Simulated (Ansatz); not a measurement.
Input:

```
CELL_PARAMETERS angstrom
      3.07917     0.00584    -0.00292
     -1.53452     2.69461     0.01757
     -0.00480     0.03054     5.06071
ATOMIC_POSITIONS crystal
  Si 0.66682 0.33373 0.00072
  Si 0.33357 0.66739 0.50070
  C  0.66616 0.33109 0.62451
  C  0.33345 0.66779 0.12447
```

No spin polarisation.

Computed with r2SCAN (Ansatz, a program for electronic structure), no SOC, earlier PAW set. Γ-centred 12×12×7 mesh, Fermi–Dirac width 0.05 eV.

Question: Predict the stress and electron mass.

Answer: The stress (xx, yy, zz, yz, xz, xy; compression positive) comes out as (-1.98, -6.85, -1.98, -1.99, 0.30, -0.77) GPa and the electron mass is 0.26 mₑ along z, 0.43 mₑ across (off the special points).

The levels and masses belong to the bands next to the band gap. The cells carry an imposed strain or load. Masses are band curvatures over ±0.01 Å⁻¹ around the edge. No phonon test of stability was made. The cell was made from SiC in the wurtzite structure (space group P6_3mc, No. 186) by this change: strain tensor (xx, yy, zz, yz, xz, xy) = (+0.12, +1.28, +0.24, +0.61, −0.10, +0.19) %.
